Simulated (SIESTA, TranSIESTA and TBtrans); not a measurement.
Run with TranSIESTA and TBtrans (open boundaries, self-consistent; PseudoDojo norm-conserving potentials, scalar-relativistic): Spin polarized, PAO.BasisSize DZP, PAO.EnergyShift 0.15 eV, XC.Authors PBE, Mesh.Cutoff 200 Ry, ElectronicTemperature 300 K, TS.Voltage 0.0 eV, TBT.Elecs.Eta 0.001 eV.

System: Rh chain with one Pt atom in place of Rh. Leads: straight Rh chain, spacing 2.3 Å. Geometry: as built, not relaxed.

### Question
Give the largest eigenchannel transmissions at the Fermi level (four at most) and the total.

### Answer
Up: 1.00, 1.00, 1.00, 0.69 (total 3.68); down: 0.99, 0.96, 0.96, 0.60 (total 4.68). The magnetic order of the leads was set by the start, and no other order was tried; the separate lead runs end at 0.62 (left) and 0.62 (right) μB an atom. The straight chain is held at its spacing; free chains may zigzag or dimerise. Spin-orbit coupling, left out here, matters for the heavy atoms.
